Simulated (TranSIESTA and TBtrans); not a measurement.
Junction: Na chain with one bond stretched by 0.6 Å. Leads: straight Na chain, spacing 3.135 Å. Geometry: as built, not relaxed. Transport runs along z; the first 6 and the last 6 of the 18 atoms are the lead cells, repeated to infinity.

```xyz
18
Lattice="9.000 0.000 0.000 0.000 9.000 0.000 0.000 0.000 57.030" Properties=species:S:1:pos:R:3 pbc="F F T"
Na     4.500     4.500     0.000
Na     4.500     4.500     3.135
Na     4.500     4.500     6.270
Na     4.500     4.500     9.405
Na     4.500     4.500    12.540
Na     4.500     4.500    15.675
Na     4.500     4.500    18.810
Na     4.500     4.500    21.945
Na     4.500     4.500    25.080
Na     4.500     4.500    28.815
Na     4.500     4.500    31.950
Na     4.500     4.500    35.085
Na     4.500     4.500    38.220
Na     4.500     4.500    41.355
Na     4.500     4.500    44.490
Na     4.500     4.500    47.625
Na     4.500     4.500    50.760
Na     4.500     4.500    53.895
```

Run with TranSIESTA and TBtrans (open boundaries, self-consistent; PseudoDojo norm-conserving potentials, scalar-relativistic): PAO.BasisSize DZP, PAO.EnergyShift 0.15 eV, XC.Authors PBE, Mesh.Cutoff 200 Ry, ElectronicTemperature 300 K, TS.Voltage 0.0 eV, TBT.Elecs.Eta 0.001 eV, no spin polarisation.

Energies count from the leads' Fermi level. Transmissions are for one spin of a degenerate pair. The energy step is 0.01 eV; narrower resonances are cut or missed.

```csv
E (eV),T
-0.20,0.949
-0.15,0.953
-0.10,0.957
-0.05,0.959
0.00,0.962
0.05,0.963
0.10,0.965
0.15,0.966
0.20,0.967
```

Task: Give the zero-bias conductance in μS and the resistance at 300 K.

Result: At the Fermi level T = 0.962. Averaged with −∂f/∂E over the full grid (kT = 25.9 meV) it is 0.961. With G0 = 2e²/h = 77.48 μS, G = 74.5 μS and R = 1/G = 13.4 kΩ.

Task: The eigenchannels at the Fermi level transmit 0.962. What Fano factor of the shot noise follows at low temperature and bias?

Result: F = Σ τ(1 − τ)/Σ τ = 0.0366/0.962 = 0.04.

The straight chain is held at its spacing; free chains may zigzag or dimerise. No spin-polarised start was tried, so a magnetic state, if there is one, is missed.
